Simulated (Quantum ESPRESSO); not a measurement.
A working Quantum ESPRESSO input for TaC (Fm-3m, 2 atoms in the cell) (DFT, PBE, plane waves, SSSP 1.1.2 efficiency (PBE) pseudopotentials):

```fortran
&CONTROL
 calculation = 'scf',
 prefix = 'TaC',
 outdir = './work',
 pseudo_dir = './',
 tprnfor = .true.,
 tstress = .true.,
/
&SYSTEM
 ibrav = 2,
 celldm(1) = 8.630352755,
 nat = 2,
 ntyp = 2,
 ecutwfc = 45,
 ecutrho = 360,
 occupations = 'smearing',
 smearing = 'fermi-dirac',
 degauss = 0.0073499,
/
&ELECTRONS
 conv_thr = 1.0d-10,
/
ATOMIC_SPECIES
Ta   180.9479  Ta_pbe_v1.uspp.F.UPF
C     12.0110  C.pbe-n-kjpaw_psl.1.0.0.UPF
ATOMIC_POSITIONS {crystal}
Ta    0.000000000    0.000000000    0.000000000
C     0.500000000    0.500000000    0.500000000
K_POINTS {automatic}
12 12 12  0 0 0
```

The run converged in 11 iterations: free energy E − TS -2182.4539 eV; Fermi level (on the code's own zero) 18.45 eV; pressure -17.96 GPa. Each of these slips is then made, one at a time:

(1)
```diff
- conv_thr = 1.0d-10,
+ conv_thr = 1.0d-1,
```

(2)
```diff
-12 12 12  0 0 0
+12 12 12
```

Q: What happens in each case?

A: 
(1) A convergence threshold that is too loose. The run converged in 3 iterations without an error; against the sound input the free energy goes up by 7.8 meV/atom and the pressure goes from -17.96 to -22.84 GPa.

(2) An automatic mesh without its three shifts. The program stopped before any SCF iteration.
```
Error in routine card_kpoints (1):
end of file while reading automatic k points
```

The starting cell comes from a database of computed structures (which also holds hypothetical and non-ambient phases and stackings), without a prior relaxation at this level. Its lattice was rescaled by a random factor within 2.5 % of one. Spin polarisation is off. In the base run, with a pressure of about -18 GPa the cell is away from its equilibrium volume at this level.

Left out of this page: 4 runs of the series outside the window shown, repeating another row's setting, or not comparable.
